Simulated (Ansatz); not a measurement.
Results of r²SCAN (Ansatz, a program for electronic structure, plane waves, PAW) for zinc-blende BeS.

Total energies, extrapolated to zero smearing (they compare only within this program, potentials and cutoff; free atoms with spin allowed, lowest state found):

| system | energy (eV/atom) |
|---|---|
| zinc-blende BeS, relaxed | -500.7984 |
| free Be atom | -89.5376 |
| free S atom | -902.8622 |

### Question
Work out the cohesive energy per atom.

### Answer
E_coh = [1 × (-89.5376) + 1 × (-902.8622)]/2 − (-500.7984) = 4.60 eV/atom. The reference value is 4.36 ± 0.03 eV/atom (derived here from tabulated measurements, copied from a table, unchecked, brought to a static lattice with a Debye model, atoms in their spin–orbit ground levels; inputs from the CRC Handbook), a difference of +0.24 eV/atom.

The PAW data were made under PBE.
